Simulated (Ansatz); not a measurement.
Consider this model of amorphous Si30N44Ti3.

```xyz
77
Lattice="9.5688 0.0484 0.1443 0.0484 9.4162 0.2572 0.1443 0.2572 9.6153" Properties=species:S:1:pos:R:3 pbc="T T T"
Si     0.5793     4.8946     3.4371
Si     4.4816     6.9391     4.1131
Si     6.3085     1.3251     1.8087
Si     2.6933     9.0594     2.3638
Si     0.7015     5.5832     9.0803
Si     6.2516     9.3436     9.3275
Si     9.6491     2.9692     5.6753
Si     4.5538     5.4775     6.5522
Si     7.0790     2.0549     7.4023
Si     7.8513     4.1844     1.1838
Si     7.1505     8.4468     4.0870
Si     7.2596     6.7664     6.1355
Si     3.5250     3.9811     4.2335
Si     0.4101     5.8009     6.3353
Si     5.6400     1.9553     4.5582
Si     8.6906     8.8270     9.3168
Si     2.2266     3.6700     1.3544
Si     9.6471     7.5873     4.3539
Si     4.2526     7.3067     8.8172
Si     2.3613     3.4710     7.0596
Si     1.6319     1.6122     9.5244
Si     8.0215     4.3711     7.9458
Si     6.0042     6.8277     1.4382
Si     4.0484     2.0920     9.6947
Si     1.5326     8.2544     9.3488
Si     2.6312     7.9032     6.3963
Si     2.7128     1.2880     4.8548
Si     5.3910     4.5939     9.4538
Si     5.2301     9.2576     6.5815
Si     7.9324     3.0324     3.3741
N      5.4442     1.0075     0.3871
N      4.6987     5.6920     8.2614
N      1.8735     0.6215     3.4385
N      3.9865     2.2913     4.1788
N      0.2757     4.5874     5.0913
N      8.3402     5.9456     7.2073
N      5.2062     8.6397     8.1950
N      7.5629     0.5783     8.2212
N      8.5648     4.5644     2.7695
N      6.0833     7.2297     3.1881
N      1.7966     7.9431     1.3762
N      9.1322     2.1996     4.2187
N      4.0322     3.4000     0.7900
N      0.9896     7.4273     5.8134
N      8.9296     4.5515     9.4182
N      0.9991     2.3987     1.1851
N      2.7881     2.4267     8.4126
N      5.8758     1.4793     6.2241
N      1.6463     2.2996     5.8836
N      8.1024     6.8050     4.6465
N      7.5288     2.4842     1.7449
N      7.0923     8.0508     0.6881
N      8.4497     2.9947     6.9208
N      0.5667     0.3480     9.0286
N      1.7425     5.1744     0.6806
N      6.2064     0.6762     3.3780
N      3.5549     4.1818     6.0224
N      2.6861     7.7470     8.1727
N      2.9035     0.6662     0.7519
N      6.5020     3.5678     8.4095
N      4.5109     5.2669     3.6200
N      3.9310     6.9119     5.8165
N      6.5064     8.3360     5.7768
N      6.3849     5.1190     1.0065
N      6.1124     5.5310     5.8146
N      9.6967     7.3467     9.1946
N      6.5235     3.3627     4.2034
N      8.8170     8.9391     3.6033
N      1.0092     6.4933     3.2709
N      1.3268     4.9132     7.5306
N      2.1494     4.1042     3.0748
N      3.4672     7.9240     3.2787
N      4.4168     6.9670     0.8564
N      3.5014     9.4289     6.0205
Ti     2.5871     6.4237     2.1078
Ti     0.2639     1.0859     2.7078
Ti     6.6159     5.3108     4.0173
```

The numbers are results of PBE, scalar-relativistic without spin-orbit coupling (plane waves to 420 eV, PAW; Ansatz, a program for electronic structure), not measurements.

Preparation: random packing, a CHGNet melt and quench, and a DFT relaxation. N atoms were pushed apart under 1.9 Å during the dynamics, to hinder bonds among them. The hot cell started wider than the set density and was brought back towards it in steps. It is the lowest in DFT energy of 2 quenches. It is a model cell: composition and starting density were chosen by hand, and all elements were melted together. No dispersion term was used. Its density started from a set value of 3.05 and ended at 3.07 g/cm³. The quench (nominally 300 K/ps over its main leg) was far faster than any real one, so the model tends to hold more defects than a real film. A cell of this size samples the disorder only roughly. Volume and shape were free in the relaxation. On a 2×2×2 Γ-centred mesh force components of up to 0.14 eV/Å stay, since the relaxation ran on the zone centre alone.

Neighbours within Si-Si 2.60 Å, Si-N 2.10 Å, Si-Ti 2.78 Å, N-N 1.70 Å, N-Ti 2.54 Å, Ti-Ti 3.12 Å count as bonded. Two cations that share two anions don't count as bonded, nor two that share one unless they lie closer than Si-Si 2.38 Å, Si-Ti 2.71 Å, Ti-Ti 3.04 Å.

Q: Give the coordination numbers, mean bond lengths and angles.

A: 
```yaml
Mean coordination of Si by anions: 4.00 (1 with 3, 28 with 4, 1 with 5)
Mean coordination of N: 3.07 (41 with 3, 3 with 4)
Mean coordination of Ti by anions: 5.00 (1 with 4, 1 with 5, 1 with 6)
Mean Si-N bond: 1.763 Å (spread 0.056 Å, 120 counted)
Mean N-Ti bond: 2.059 Å (spread 0.167 Å, 15 counted)
Bond angle at Si: mean 109.4°, spread 12.8°
Bond angle at N: mean 116.6°, spread 17.9°
Bond angle at Ti: mean 104.2°, spread 27.9°
```

Q: Which atoms depart from the most common coordination of their element?

A: Si3 has 3 (N51 1.68 Å, N31 1.69 Å, N56 1.70 Å); Si11 has 5 (N68 1.80 Å, N63 1.81 Å, N40 1.85 Å, N56 1.93 Å, N50 1.98 Å); N39 has 4 (Si30 1.76 Å, Si10 1.78 Å, Si1 1.82 Å, Ti77 2.43 Å); N40 has 4 (Si23 1.80 Å, Si11 1.85 Å, Si2 1.87 Å, Ti77 2.16 Å); N50 has 4 (Si12 1.71 Å, Si18 1.76 Å, Si11 1.98 Å, Ti77 2.20 Å); Ti76 has 4 (N33 1.83 Å, N42 1.87 Å, N68 1.99 Å, N46 2.14 Å); Ti77 has 6 (N65 1.88 Å, N67 1.96 Å, N61 2.14 Å, N40 2.16 Å, N50 2.20 Å, N39 2.43 Å).

Q: List the pairs of like atoms that count as bonded by the rules above.

A: There are none by these rules.
